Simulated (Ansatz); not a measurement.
## What isotropic strain −2.00 % does to ZnS

The parent structure is ZnS in the zinc blende structure (space group F-43m, No. 216; a = 5.3891 Å).

Perturbation: the cell is scaled by 0.9800 in all directions; the atoms relax in the strained cell.

All numbers come from r2SCAN (Ansatz, a quantum-chemistry and plane-wave program), no SOC. k-mesh 11×11×11 (Γ-centred); smearing 0.05 eV (Fermi–Dirac).

```tsv
quantity	base	changed	shift
volume per atom	19.56 Å³	18.41 Å³	-1.15 Å³
space group	F-43m (No. 216)	F-43m (No. 216)	–
shortest interatomic distance	4.410 bohr	4.322 bohr	-0.088 bohr
energy relative to the base (free energy F)	0 meV/atom	+18 meV/atom	+18 meV/atom
pressure	0.00 GPa	5.44 GPa	+5.44 GPa
band gap	2.70 eV	2.99 eV	+0.284 eV
gap character	direct at Γ	direct at Γ	–
mean gap deformation potential ΔEg/Δln V	–	-4.7 eV	–
width of the top valence band	2.82 eV	3.07 eV	+0.25 eV
electron mass	0.19 mₑ (at Γ)	0.20 mₑ (at Γ)	–
hole mass (degenerate bands, along [100])	0.21, 0.68, 0.68 mₑ (at Γ)	0.23, 0.63, 0.63 mₑ (at Γ)	–
valley order (the lowest conduction-band minima on the path, energy above the VBM, named in the base's zone)	Γ 2.70 eV; X along ⟨100⟩ 3.71 eV; L along ⟨111⟩ 3.82 eV	Γ 2.99 eV; X along ⟨100⟩ 3.56 eV; L along ⟨111⟩ 3.94 eV	–
```

Final structure:

```
CELL_PARAMETERS angstrom
      0.00000     2.64066     2.64066
      2.64066     0.00000     2.64066
      2.64066     2.64066     0.00000
ATOMIC_POSITIONS crystal
  Zn 0.00000 0.00000 0.00000
  S  0.25000 0.25000 0.25000
```

Masses are band curvatures over ±0.01 Å⁻¹ around the edge. Stability against distortions was not tested.
